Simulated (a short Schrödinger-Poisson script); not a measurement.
System: gated Al0.33Ga0.67As/GaAs δ-doped gas, at 300 K.

```
layer        material  thickness (nm)  Na (cm⁻³)
-----  --------------  --------------  ---------
1      Al0.33Ga0.67As              10          -
2      Al0.33Ga0.67As               3          -
3                GaAs            6000       8e15
```

Constants are typed, rounded textbook-type inputs, not results; the design itself was drawn at random and stands for no fabricated device. Al0.33Ga0.67As: permittivity 11.96, conduction-band edge (eV) 0.261, gap (eV) 1.836, electron mass (mₑ) 0.0944, Nv at 300 K (cm⁻³) 9e18. GaAs: permittivity 12.9, conduction-band edge (eV) 0, gap (eV) 1.424, Nv at 300 K (cm⁻³) 9e18.

Channel valleys (confinement mass, in-plane density-of-states mass, number): Γ 0.067, 0.067, 1. At the gate the conduction-band edge of layer 1 lies 1.01 eV − eVg above the Fermi level of the channel; the field vanishes at the back. Sheet of ionised δ-doping: +2.4e12 e/cm² at 10 nm from the gate. The barrier under the gate holds no holes. Gaps are held at their typed values at every temperature. Mesh 0.08 nm at interfaces.

Solved with a short Schrödinger-Poisson script written for these runs: 1D Poisson equation in equilibrium, electrons quantum, Hartree (BenDaniel-Duke, 40 states a valley, the channel's in-plane mass for all, wave functions free to enter the barrier), parabolic valleys, classical holes, full ionisation, no traps, pinning or gate leakage.

Problem. List the lowest subbands of each valley and their electrons at Vg = 0.5 V.

Solution. 
| valley | subband | energy from the Fermi level (meV) | electrons (cm⁻²) | share (%) |
|---|---|---|---|---|
| Γ | 0 | 44.7 | 1.18e11 | 80.0 |
| Γ | 1 | 90.5 | 2.15e10 | 14.6 |
| Γ | 2 | 126.2 | 5.47e9 | 3.7 |

All electrons: 1.48e11 cm⁻².
